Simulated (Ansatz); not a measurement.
The starting structures come from a database of crystals and need not be the phases stable at ambient conditions.

**Evanescent states of TePb2Se (R-3m, not sure to be the ambient phase, 4 atoms a cell, 31.2 Å³ an atom) along the normal of (001)**

Calculation: r2SCAN (plane waves, PAW; Ansatz, an electronic-structure program).

No gap correction and no spin-orbit coupling; mid-gap values are interpolated between computed energies.

Energies count from the valence-band top; κ is the least over a 12×12 mesh across the current.

```json
[
 {"E (eV)": "0.03", "κ (1/Å)": "0.030", "where": "off Γ"},
 {"E (eV)": "0.09", "κ (1/Å)": "0.048", "where": "off Γ"},
 {"E (eV)": "0.15", "κ (1/Å)": "0.060", "where": "off Γ"},
 {"E (eV)": "0.21", "κ (1/Å)": "0.069", "where": "off Γ"},
 {"E (eV)": "0.27", "κ (1/Å)": "0.076", "where": "off Γ"},
 {"E (eV)": "0.33", "κ (1/Å)": "0.081", "where": "off Γ"},
 {"E (eV)": "0.39", "κ (1/Å)": "0.086", "where": "off Γ"},
 {"E (eV)": "0.45", "κ (1/Å)": "0.090", "where": "off Γ"},
 {"E (eV)": "0.51", "κ (1/Å)": "0.091", "where": "off Γ"},
 {"E (eV)": "0.57", "κ (1/Å)": "0.085", "where": "off Γ"},
 {"E (eV)": "0.63", "κ (1/Å)": "0.075", "where": "off Γ"},
 {"E (eV)": "0.69", "κ (1/Å)": "0.062", "where": "off Γ"},
 {"E (eV)": "0.75", "κ (1/Å)": "0.045", "where": "off Γ"},
 {"E (eV)": "0.81", "κ (1/Å)": "0.005", "where": "off Γ"}
]
```

Question: How thick must the barrier be to attenuate the transmission by 10^6 when the electrodes' Fermi level lies at 0.63 eV, and what attenuation does that film give at 0.45 eV?

Answer: d = 6 ln 10 / (2 × 0.075) = 92.1 Å. At 0.45 eV it gives 6 × 0.090/0.075 = 7.2 decades.
